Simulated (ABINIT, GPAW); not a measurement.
An ABINIT input for a self-consistent single point of NiO (Fm-3m, 4 atoms in the cell) (DFT, PBE, plane waves, norm-conserving pseudopotentials (PseudoDojo nc-sr-05 PBE standard)):

```
# NiO, PseudoDojo nc-sr-05 PBE standard
pp_dirpath "./"
pseudos "Ni.upf, O.upf"
acell 5.1194335624 5.1194335624 5.1194335624 Angstrom
rprim
         0.8164965809    0.4082482905    0.4082482905
         0.4082482905    0.8164965809    0.4082482905
         0.4082482905    0.4082482905    0.8164965809
natom 4
ntypat 2
znucl 28 8
typat 1 1 2 2
xred
         0.0000000000    0.0000000000    0.0000000000
         0.5000000000    0.5000000000    0.5000000000
         0.2500000000    0.2500000000    0.2500000000
         0.7500000000    0.7500000000    0.7500000000
chkprim 0
ecut 49
nsppol 2
spinat
      0 0 2
      0 0 -2
      0 0 0
      0 0 0
occopt 3
tsmear 0.02 eV
nband 31
kptopt 1
ngkpt 6 6 6
nshiftk 1
shiftk 0 0 0
nstep 60
tolvrs 1.0e-12
prtwf 0
prtden 0
prtvol 1
enunit 2
```

Question: Translate this input to GPAW.

Answer: This is the input that was run; spellings and numerical settings could be chosen otherwise.

```python
from ase import Atoms
from ase.units import GPa
from gpaw import GPAW

atoms = Atoms(['Ni', 'Ni', 'O', 'O'],
              cell=[[4.180000, 2.090000, 2.090000],
                    [2.090000, 4.180000, 2.090000],
                    [2.090000, 2.090000, 4.180000]],
              scaled_positions=[[0.000000, 0.000000, 0.000000],
                                [0.500000, 0.500000, 0.500000],
                                [0.250000, 0.250000, 0.250000],
                                [0.750000, 0.750000, 0.750000]],
              pbc=True)

atoms.set_initial_magnetic_moments([2.0, -2.0, 0.0, 0.0])

calc = GPAW(spinpol=True,
            mode={'name': 'pw', 'ecut': 900},
            xc='PBE',
            kpts={'size': (6, 6, 6), 'gamma': True},
            occupations={'name': 'fermi-dirac', 'width': 0.02},
            nbands=-6,
            convergence={'bands': -4},
            symmetry={'symmorphic': False, 'tolerance': 0.0005},
            maxiter=120)

atoms.calc = calc

energy = atoms.get_potential_energy()
print('Energy (eV):', round(energy, 6))
forces = atoms.get_forces()
print('Forces (eV/Ang):')
print(forces.round(5))
stress = atoms.get_stress()
print('Stress (GPa, Voigt):', (stress / GPa).round(4))
```

Basis, cutoffs, solver keys and any potentials are the target program's own. This input uses DFT PBE, plane waves, GPAW PAW datasets PBE (gpaw-data 1.0.1).

The starting cell has typed, rounded lattice constants, without a prior relaxation at this level.
